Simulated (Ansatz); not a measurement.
# A computed series for HgS: response to strain

Take HgS in the zinc blende structure (space group F-43m, No. 216) as the base.

```xyz
2
Lattice="0.0000 2.9958 2.9958 2.9958 0.0000 2.9958 2.9958 2.9958 0.0000" Properties=species:S:1:pos:R:3 pbc="T T T"
Hg     0.0000     0.0000     0.0000
S      1.4979     1.4979     1.4979
```

Strains are applied to the cell and any free atomic positions relax.

Method: PBE/PAW in Ansatz (a first-principles code), scalar-relativistic without spin-orbit coupling.

Candidates:
(a) isotropic strain +0.50 %
(b) isotropic strain −2.00 %
(c) isotropic strain +2.00 %

Notes on the quantities. energy relative to the base: free energy F.

Order them by energy relative to the base, highest first.

(b) isotropic strain −2.00 % (+16 meV/atom), (c) isotropic strain +2.00 % (+14 meV/atom), (a) isotropic strain +0.50 % (+0.9 meV/atom)

A case with no gap was solved on a k-mesh chosen for an insulator, which is coarse for it. No phonon test of stability was made. All final runs are without spin polarisation.
